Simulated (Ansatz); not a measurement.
A relaxation of cell and atoms of Fe2Si (I4/mmm, 3 atoms in the cell) with Ansatz (an electronic-structure program).

Method: PBEsol, default PAW files made with PBE (plane waves; Ansatz).

The change in words: atoms on their sites; basis.ecutwfc: 420 eV → 210 eV; relax: default → cell and atoms. Reference geometry:
```yaml
crystal:
  lattice:
    - [-1.34344, 1.34344, 4.43921]
    - [1.34344, -1.34344, 4.43921]
    - [1.34344, 1.34344, -4.43921]
  atoms:
    - { symbol: Fe, position: [0.34526, 0.34526, 0.00000], spin: 4.0 }
    - { symbol: Fe, position: [0.66037, 0.66037, 0.00000], spin: 4.0 }
    - { symbol: Si, position: [0.00000, 0.00000, 0.00000] }
```
(The spins are starting values, not results.)

Reference input (self-consistent single point, DFT, PBEsol, plane waves, default PAW files made with PBE): basis.ecutwfc = 420 eV; kpoints.mp_grid.grid = 8 8 8; hamiltonian.xc = pbesol; hamiltonian.pseudopotentials = {kind: paw} (the program's default PAW files); magnetization.spin_polarized = true; scf.occupations.method = gaussian; scf.occupations.width = 0.1 eV. This run's input differs from it in these lines:

Ansatz 0.2 input:
```diff
@@ -7,3 +7,3 @@
   atoms:
-    - { symbol: Fe, position: [0.34526200, 0.34526200, 0.00000000], spin: 4.0 }
+    - { symbol: Fe, position: [0.33963000, 0.33963000, 0.00000000], spin: 4.0 }
     - { symbol: Fe, position: [0.66037000, 0.66037000, 0.00000000], spin: 4.0 }
@@ -11,3 +11,3 @@
 basis:
-  ecutwfc: 420.0
+  ecutwfc: 210.0
 kpoints:
@@ -21,2 +21,4 @@
   occupations: { method: gaussian, width: 0.1 }
+relax:
+  cell: {}
 output:
```

Output (repeated stretches shortened):

```
   [... SCF lines of the steps left out ...]
relax step   1: F+E_penalty+E_count = -9496.18130268 eV  Δ(F+E_penalty+E_count) = +0.000e0 eV  max|allowed force component| = 2.590e0 eV/Å  Δτ_max = 0.0000 Å  P = +13.950 GPa  Ω = 32.048 Å³  (13 SCF iters, dr2 threshold 1.00e-7 eV, accepted)
relax step   2: F+E_penalty+E_count = -9493.62231598 eV  Δ(F+E_penalty+E_count) = +2.559e0 eV  max|allowed force component| = 2.928e0 eV/Å  Δτ_max = 0.0559 Å  P = -36.938 GPa  Ω = 32.859 Å³  energy of the carried Pulay correction = -2.777e0 eV  (9 [...]
   [... lines left out ...]
relax step 120: F+E_penalty+E_count = -9496.93834065 eV  Δ(F+E_penalty+E_count) = +1.274e-2 eV  max|allowed force component| = 1.178e-4 eV/Å  Δτ_max = 0.0003 Å  P = +0.004 GPa  Ω = 33.396 Å³  energy of the carried Pulay correction = -2.588e-1 eV  (8 [...]
relax step 121: F+E_penalty+E_count = -9497.12755258 eV  Δ(F+E_penalty+E_count) = -1.892e-1 eV  max|allowed force component| = 8.176e-2 eV/Å  Δτ_max = 0.0000 Å  P = +3.049 GPa  Ω = 33.396 Å³  stress off target by 7.15e0 GPa  SCF on the basis [...]
basis re-selected at this cell: Δ(F+E_penalty+E_count) = -1.892e-1 eV, ΔP = +3.045 GPa vs the last step
   [... lines left out ...]
Absolute magnetization: 4.3276 μB (∫|ρ↑−ρ↓|, with the PAW one-centre terms)
Free energy (F): -9497.127553 eV
Fermi energy:    17.516236 eV
Error: variable-cell relaxation did not converge after 121 `relax_step` rows, as none of its last 32 fresh-basis SCF(s) at a relaxed cell met both thresholds with a finite energy. The last misses `relax.f_tol` and `relax.cell.stress_tol`: largest allowed force component 8.18e-2 eV/Å (`relax.f_tol` 1.00e-2 eV/Å), stress off the target on the free part of the cell 7.15e0 GPa (`relax.cell.stress_tol` 5.00e-2 GPa), F+E_penalty+E_count -9497.12755258 eV. The closest is row 53, whose structure comes with this error. Larger ratio of force or stress to its threshold at each such SCF whose figures are numbers: 226.500, 271.294, 269.945, 163.138, 177.217, 137.471, 143.532, 87.188, 105.155, [...]
   [... lines left out ...]
to start a new deck from the relaxed geometry:
  cell:  # Å, volume = 31.9885 Å³
    - [-1.3660148672095085, 1.3660148672095085, 4.285711494232294]
    - [1.3660148672095085, -1.3660148672095085, 4.285711494232294]
    - [1.3660148672095085, 1.3660148672095085, -4.285711494232294]
  atoms:
    - { symbol: Fe, position: [0.32055092313833733, 0.32055092313833733, -3.5384335373998927e-35] }
    - { symbol: Fe, position: [0.6794490768616624, 0.6794490768616624, -9.244047583610246e-35] }
    - { symbol: Si, position: [1.1397541136277568e-19, 1.1397541136277563e-19, -3.5734444474073126e-35] }
```

The relaxation ended unconverged.  The full log also holds: “iter 3 did not close the SCF: its close was put off for a magnetic moment that had not settled (scf_convergence_deferred on its scf_iter line)”. The full log also holds: “iter 6 did not close the SCF: its close was put off for a magnetic moment that had not settled (scf_convergence_deferred on its scf_iter line)”.

The starting cell comes from a database of computed structures (which also holds hypothetical and non-ambient phases and stackings), without a prior relaxation at this level. Its lattice was rescaled by up to half a per cent. The cutoff lies below the one recommended for these files.

Cost on one core of a shared machine: roughly 4 min.
